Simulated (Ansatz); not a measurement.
## Ru on the (000-1) surface of 4H silicon carbide (H on every top atom; a constructed slab, bottom: 1 H on 1 bottom sites), one in a cell of 33 Å², started at the site 'bridge H-H (span 3.1 Å)'

Host crystal: 4H silicon carbide, with a band gap (PBE, scalar-relativistic without spin-orbit coupling).

These are PBE (plane waves to 420 eV, PAW; Ansatz, a quantum-chemistry and plane-wave program) values and carry that method's errors.

Set-up: 41 atoms, 10.8 Å thick at the start with caps and adatoms under the adsorbate (thin: gaps and levels are the slab's own); mesh 4x4x1; 0.01 eV smearing; dipole correction on; 20 atoms held, the rest relaxed; held to the start's symmetry, so lower structures may exist; spin-polarised, ending with about 2.0 μB a cell; orders that need a larger cell were not tried, no spin-orbit, no U, no dispersion correction. At the end it is bonded to 3 C + 3 H + Si. In PBE it is, or lies within 0.03 eV of, the lowest of the starts that converged.

```json
{
 "adsorption energy against an atom of hcp Ru": "5.87 eV",
 "change_of_the_step_from_the_bottom_to_the_top_vacuum_level_against_the_clean_slab": "0.29 eV",
 "energy_released_by_relaxation": "0.63 eV",
 "height of the binding atom over the mean of the host atoms within 0.3 Å of the top one": "0.588 Å",
 "magnetic_moment_of_the_cell": "2.00 μB",
 "nearest_host_atoms_of_the_binding_atom": "H at 1.96 Å, H at 1.96 Å, H at 1.96 Å",
 "largest_move_of_a_host_atom": "0.11 Å",
 "note": "in the relaxation the adsorbate left its starting site by 0.9 Å",
 "cost": "roughly 23 core-minutes"
}
```

A negative adsorption energy means that the adsorbate is more stable on the surface than in its reference.
